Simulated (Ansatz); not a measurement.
A self-consistent single point of Li3Ag (I4mm, 4 atoms in the cell) with Ansatz (a first-principles code).

Method of the run: PBEsol, default PAW files made with PBE (plane waves; Ansatz).

```xyz
4
Lattice="-2.1028 2.1028 3.6576 2.1028 -2.1028 3.6576 2.1028 2.1028 -3.6576" Properties=species:S:1:pos:R:3 pbc="T T T"
Li     2.1028     0.0000     1.8288
Li     0.0000     2.1028     1.8288
Li     0.0000     0.0000     3.7076
Ag     0.0000     0.0000     0.0000
```

Reference input (self-consistent single point, DFT, PBEsol, plane waves, default PAW files made with PBE): basis.ecutwfc = 420 eV; kpoints.mp_grid.grid = 11 11 11; hamiltonian.xc = pbesol; hamiltonian.pseudopotentials = {kind: paw} (the program's default PAW files); scf.occupations.method = gaussian; scf.occupations.width = 0.1 eV. This run's input differs from it in these lines:

Ansatz 0.2 input:
```diff
@@ -14,3 +14,3 @@
 kpoints:
-  mp_grid: { grid: [11, 11, 11] }
+  mp_grid: { grid: [15, 15, 15] }
 hamiltonian:
@@ -19,3 +19,3 @@
 scf:
-  occupations: { method: gaussian, width: 0.1 }
+  occupations: { method: gaussian, width: 0.05 }
 output:
```

The program printed (abridged):

```
SCF iter   1: F=—  HF=-8131.757973 eV  |F-HF|=—  |Δ(HF+E_count)|=         —  Δρ=4.34e-3  dr2=1.05e-2  ethr=1.77e-3  ⟨swp⟩=3.5  Hψ=20991  notcnv=0
all-band conjugate gradients solve this SCF's bands
preconditioner: auto → Kerker (q_TF=auto, 2.373 Å⁻¹)
SCF iter   2: F=—  HF=-8131.754202 eV  |F-HF|=—  |Δ(HF+E_count)|=   3.77e-3  Δρ=1.14e-3  dr2=4.06e-4  ethr=3.75e-5  ⟨swp⟩=2.1  Hψ=10012  notcnv=0  defer=17
SCF iter   3: F=—  HF=-8131.753844 eV  |F-HF|=—  |Δ(HF+E_count)|=   3.57e-4  Δρ=5.07e-4  dr2=1.37e-4  ethr=1.45e-6  ⟨swp⟩=2.0  Hψ=6389  notcnv=0  defer=17
SCF iter   4: F=—  HF=-8131.753800 eV  |F-HF|=—  |Δ(HF+E_count)|=   4.45e-5  Δρ=1.54e-4  dr2=3.05e-5  ethr=4.90e-7  ⟨swp⟩=2.0  Hψ=6624  notcnv=0  defer=17
SCF iter   5: F=—  HF=-8131.753777 eV  |F-HF|=—  |Δ(HF+E_count)|=   2.27e-5  Δρ=3.82e-5  dr2=1.27e-6  ethr=1.09e-7  ⟨swp⟩=2.0  Hψ=5675  notcnv=0  defer=17
SCF iter   6: F=-8131.753777 eV  HF=-8131.753777 eV  |F-HF|=2.09e-8  |Δ(HF+E_count)|=   2.85e-7  Δρ=8.12e-6  dr2=5.84e-8  ethr=3.57e-10  ⟨swp⟩=3.7  Hψ=21345  notcnv=0
SCF 1 converged in 6 iterations: F = -8131.753777 eV  dr2 = 5.84e-8
Free energy (F): -8131.753777 eV
Internal energy: -8131.751482 eV  (E = F + TS)
E sigma→0 (E₀):  -8131.752630 eV
Entropy (-TS):   -0.002295 eV (-0.574 meV/atom)
Fermi energy:    5.872640 eV
--- Forces (eV/Å), atoms counted from 1 ---
  atom   1  Li    -0.00000000    -0.00000000     0.05931314
  atom   2  Li     0.00000000     0.00000000     0.05931314
  atom   3  Li     0.00000000     0.00000000    -0.11025025
  atom   4  Ag    -0.00000000     0.00000000    -0.00841123
--- Stress (GPa, compression-positive) ---
        0.021033      -0.000000       0.000000
       -0.000000       0.021033       0.000000
        0.000000       0.000000      -0.016304
  P = ⅓ Tr σ = 0.0086 GPa (0.086 kbar)
  The stress holds the Pulay correction. Without it, at fixed plane waves, as pw.x and ABINIT print it: P = -0.0062 GPa
```

The run converged in 6 iterations. Against the reference run the free energy rises by 1.3 meV/atom, the pressure stays at 0.01 GPa and the largest force stays at 0.110 eV/Å.

The starting cell comes from a database of computed structures (which also holds hypothetical and non-ambient phases and stackings), without a prior relaxation at this level. Its lattice was rescaled by up to half a per cent. One atom was moved a little off its site on purpose. Ansatz's pressure includes its estimate of the finite-basis (Pulay) stress.
